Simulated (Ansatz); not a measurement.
The reference is NaCl in the rock salt structure (space group Fm-3m, No. 225; a = 5.601 Å).

Method: Ansatz (a quantum-chemistry and plane-wave program), PBEsol, PAW, cutoff 420 eV, no spin-orbit coupling.

Base values:

The pressure is 0.1 kbar and the electron mass is 0.39 mₑ (at Γ). The gap character is direct at Γ.

Perturbation: an isotropic linear strain of +3.00 %, atoms relaxed at fixed cell.

### Question
Predict the new pressure.

### Answer
The pressure decreases by 18.7 kbar to -18.6 kbar.

### Question
Estimate the effect on the electron mass.

### Answer
The electron mass goes from 0.39 mₑ (at Γ) to 0.40 mₑ (at Γ).

### Question
What does the calculation give for the mean gap deformation potential ΔEg/Δln V after the change?

### Answer
The mean gap deformation potential ΔEg/Δln V comes out as -3.5 eV.

### Question
What does the calculation give for the gap character after the change?

### Answer
The gap character remains direct at Γ.

Masses are band curvatures over ±0.01 Å⁻¹ around the edge. Stability against distortions was not tested.
